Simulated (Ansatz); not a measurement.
This Ansatz (a quantum-chemistry and plane-wave program) input is the reference run, MgTe in the wurtzite structure (space group P6_3mc, No. 186), computed with PBEsol/PAW in Ansatz, no SOC:

Ansatz 0.2 input:
```yaml
crystal:
  lattice:
    - [4.5614276797, 0, 0]
    - [-2.2807138399, 3.9503122482, 0]
    - [0, 0, 7.4119188962]
  atoms:
    - { symbol: Mg, position: [0.3333333333, 0.6666666667, 0.9995872175] }
    - { symbol: Mg, position: [0.6666666667, 0.3333333333, 0.4995872175] }
    - { symbol: Te, position: [0.3333333333, 0.6666666667, 0.3764127825] }
    - { symbol: Te, position: [0.6666666667, 0.3333333333, 0.8764127825] }
basis: { ecutwfc: 420, ecutrho_ratio: 4, xc_grid: 2, fft_grid_basis: typed }
kpoints: { mp_grid: { grid: [8, 8, 5] } }
hamiltonian:
  xc: pbesol
  dispersion: none
  pseudopotentials: { kind: paw }
scf: { occupations: { method: fermi_dirac, width: 0.05 }, convergence: { dr2_threshold: 0.0000000004 } }
output: { forces: true, stress: true }
checkpoint: { write: state.ck, write_every: 1000 }
```

**Question.** Write the input for this change: the cell is stretched by 1.80 % along z with no lateral relaxation, atoms relaxed at fixed cell.

**Answer.** 
Ansatz 0.2 input:
```yaml
crystal:
  lattice:
    - [4.5614276797, 0, 0]
    - [-2.2807138399, 3.9503122482, 0]
    - [0, 0, 7.5453334363]
  atoms:
    - { symbol: Mg, position: [0.3333333333, 0.6666666667, 0.9995872175] }
    - { symbol: Mg, position: [0.6666666667, 0.3333333333, 0.4995872175] }
    - { symbol: Te, position: [0.3333333333, 0.6666666667, 0.3764127825] }
    - { symbol: Te, position: [0.6666666667, 0.3333333333, 0.8764127825] }
basis: { ecutwfc: 420, ecutrho_ratio: 4, xc_grid: 2, fft_grid_basis: typed }
kpoints: { mp_grid: { grid: [8, 8, 5] } }
hamiltonian:
  xc: pbesol
  dispersion: none
  pseudopotentials: { kind: paw }
scf: { occupations: { method: fermi_dirac, width: 0.05 }, convergence: { dr2_threshold: 0.0000000004 } }
relax: { f_tol: 0.005, max_steps: 50 }
output: { forces: true, stress: true }
checkpoint: { write: state.ck, write_every: 1000 }
```
This is the input that was run.

The cells carry an imposed strain or load. Stability against distortions was not tested.
